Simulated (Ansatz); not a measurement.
# How the lattice constant a of Ga3AlAs4 (model structure, P-4m2, No. 115, 8 atoms in the cell) moves with the method

No measured value is used here.

```json
[
 {"level (code)": "LDA (Ansatz)", "value (Å)": "3.968"},
 {"level (code)": "PBE (Ansatz)", "value (Å)": "4.061"},
 {"level (code)": "PBEsol (Ansatz)", "value (Å)": "4.006"},
 {"level (code)": "r²SCAN (Ansatz)", "value (Å)": "?"}
]
```

### Question
What belongs in the gaps?

### Answer

- r²SCAN (Ansatz, an electronic-structure program), value (Å): 4.011

Cutoffs differ between the levels. Ansatz's density-functional and Hartree–Fock values are scalar-relativistic unless marked +SOC, with PAW data made under PBE.

A model structure was made by putting elements into a prototype or built by hand; it is no filed structure, need not be a known phase, and can be a saddle point held by its symmetry.
